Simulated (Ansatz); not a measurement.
**Ansatz (an electronic-structure program) run on ZnNi (P4/mmm, 2 atoms in the cell): self-consistent single point**

Computed with LDA (PW92), default PAW files made with PBE (plane waves; Ansatz).

Input as run:

Ansatz 0.2 input:
```yaml
# ZnNi
crystal:
  lattice:
    - [2.71006300, 0.00000000, 0.00000000]
    - [0.00000000, 2.71006300, 0.00000000]
    - [0.00000000, 0.00000000, 3.19786000]
  atoms:
    - { symbol: Zn, position: [0.50000000, 0.50000000, 0.50000000] }
    - { symbol: Ni, position: [0.00000000, 0.00000000, 0.00000000] }
basis:
  ecutwfc: 30.9 Ry
kpoints:
  mp_grid: { grid: [12, 12, 10] }
hamiltonian:
  xc: lda
  pseudopotentials: { kind: paw }
scf:
  occupations: { method: fermi_dirac, width: 0.0073 Ry }
output:
  forces: true
  eigenvalues: true
  stress: true
```

Log, with long lists cut:

```
WARN ansatz: RAYON_NUM_THREADS=1 ignored (pool sized by the plan → 1); use --threads N
Pseudopotentials: kind: paw
Pseudopotential: Zn, paw, valence charge 12
Pseudopotential: Ni, paw, valence charge 18
Crystal: 2 atoms, lattice volume = 23.486 Å³
Basis set: ecut = 420.4159175005146 eV, 471 PW (Γ)
Bands: 19, of which v1, the nominal top of the filled ones, is band 15 counted from 1 (14 counted from 0)
Symmetry: 16 space group operations
Space group: P4/mmm (ITA 123), of the structure as read, at distance tolerance 2.9e-5 Å
k-points: 168 of 1440
PAW frozen core: Zn, regenerated for the run's functional, and the local potential with it
PAW frozen core: Ni, regenerated for the run's functional, and the local potential with it
Initial density: superposition of atomic densities (neutral atoms: chi_scale 0, normalization atom), corrected by the library's trained network
Initial wavefunctions: pseudopotential atomic-orbital guess
Eigensolver: davidson
Functional: x = slater, c = lda
SCF iter   1: F=—  HF=-9020.204699 eV  |F-HF|=—  |Δ(HF+E_count)|=         —  Δρ=2.52e-2  dr2=8.21e-2  ethr=1.77e-3  ⟨swp⟩=5.3  Hψ=14120  notcnv=0
all-band conjugate gradients solve this SCF's bands
preconditioner: auto → none
SCF iter   2: F=—  HF=-9020.195568 eV  |F-HF|=—  |Δ(HF+E_count)|=   9.13e-3  Δρ=1.10e-2  dr2=1.79e-2  ethr=2.74e-4  ⟨swp⟩=2.0  Hψ=5060  notcnv=0  defer=5
SCF iter   3: F=—  HF=-9020.193816 eV  |F-HF|=—  |Δ(HF+E_count)|=   1.75e-3  Δρ=2.09e-3  dr2=4.87e-4  ethr=5.96e-5  ⟨swp⟩=1.3  Hψ=3319  notcnv=0  defer=5
SCF iter   4: F=—  HF=-9020.193581 eV  |F-HF|=—  |Δ(HF+E_count)|=   2.35e-4  Δρ=5.65e-4  dr2=4.14e-5  ethr=1.62e-6  ⟨swp⟩=2.0  Hψ=4768  notcnv=0  defer=5
SCF iter   5: F=—  HF=-9020.193564 eV  |F-HF|=—  |Δ(HF+E_count)|=   1.65e-5  Δρ=1.07e-4  dr2=6.91e-7  ethr=1.38e-7  ⟨swp⟩=2.0  Hψ=4386  notcnv=0  defer=5
SCF iter   6: F=-9020.193564 eV  HF=-9020.193564 eV  |F-HF|=3.43e-9  |Δ(HF+E_count)|=   3.56e-7  Δρ=1.87e-5  dr2=2.38e-8  ethr=3.33e-10  ⟨swp⟩=6.7  Hψ=16540  notcnv=0
SCF 1 converged in 6 iterations: F = -9020.193564 eV  dr2 = 2.38e-8
SCF converged after 6 iterations
Free energy (F): -9020.193564 eV
Harris-Foulkes:  -9020.193564 eV  (|F-HF|=3.43e-9)
Internal energy: -9020.171431 eV  (E = F + TS)
E sigma→0 (E₀):  -9020.182498 eV
Entropy (-TS):   -0.022133 eV (-11.066 meV/atom)
Fermi energy:    15.125805 eV
--- Per-component energies (eV) ---
  E_band       = -229.408422
  E_kinetic    = 418.222838
  E_local      = -5083.107692  (includes V_loc(G=0)·N_el)
  E_nonlocal   = 1255.369116
  E_hartree    = 2134.852292
  E_xc         = -221.666668
  E_vxc        = -164.935332  (∫ρ·V_xc dr)
  E_paw        = -3319.544533  (= ΣΔE_a)
  E_vpaw       = -924.655595  (= ΣTr[D̂ρ^β])
  E_aug_tail   = 0.000137  (compensation charges beyond the density's cutoff)
  E_ewald      = -4206.288184
  E_core_change = 1.991262  (= ΣΔE_core)
  E_smearing   = -0.022133  (= −TS)
  E_closure    = -0.000000  (closes the sum)
  Σ components = -9020.193564   (vs F -9020.193564, Δ=0.00e0)
--- Forces (eV/Å), atoms counted from 1 ---
  atom   1  Zn     0.00000000     0.00000000     0.00000000
  atom   2  Ni    -0.00000000     0.00000000     0.00000000
  max |Σ_I F_I| component: 2.37e-29 eV/Å
--- Stress (GPa, compression-positive) ---
      -10.458883       0.000000       0.000000
        0.000000     -10.458883       0.000000
        0.000000       0.000000      -9.245701
  P = ⅓ Tr σ = -10.0545 GPa (-100.545 kbar)
  The stress holds the Pulay correction. Without it, at fixed plane waves, as pw.x and ABINIT print it: P = -10.1478 GPa
--- Band table (eV; the first three rows and the last of 168) ---
  k-point 0: bands = ["-86.9688", "-47.8182", "-47.7810", "-47.7810", "4.8328", "7.3453", "7.4365", "8.2243", "8.2243", "8.4037", "12.7239", "12.9372", "14.1892", "14.1892", "14.4194", "18.7601", "24.5428", "24.5428", "24.9298"]
  k-point 1: bands = ["-86.9687", "-47.8188", "-47.7810", "-47.7810", "4.9844", "7.3592", "7.4665", "8.2222", "8.2222", "8.4072", "12.7101", "12.8796", "14.1374", "14.1374", "14.4148", "17.7840", "24.7852", "24.7852", "26.2004"]
  k-point 2: bands = ["-86.9687", "-47.8205", "-47.7809", "-47.7809", "5.4266", "7.3963", "7.5561", "8.2166", "8.2166", "8.4162", "12.6208", "12.6735", "14.0066", "14.0066", "14.4027", "16.0731", "25.4835", "25.4835", "28.8121"]
  k-point 167: bands = ["-86.9612", "-47.8233", "-47.8233", "-47.8159", "7.4071", "7.6439", "7.6439", "8.5162", "8.7340", "11.7532", "11.9461", "11.9461", "14.3358", "14.7954", "20.1635", "20.5852", "20.5852", "20.6979", "20.6979"]
```

The run converged in 6 iterations.

The starting cell comes from a database of computed structures (which also holds hypothetical and non-ambient phases and stackings), without a prior relaxation at this level. Its lattice was rescaled by up to half a per cent. Spin polarisation is off. With a pressure of about -10 GPa the cell is away from its equilibrium volume at this level. Ansatz's pressure includes its estimate of the finite-basis (Pulay) stress.
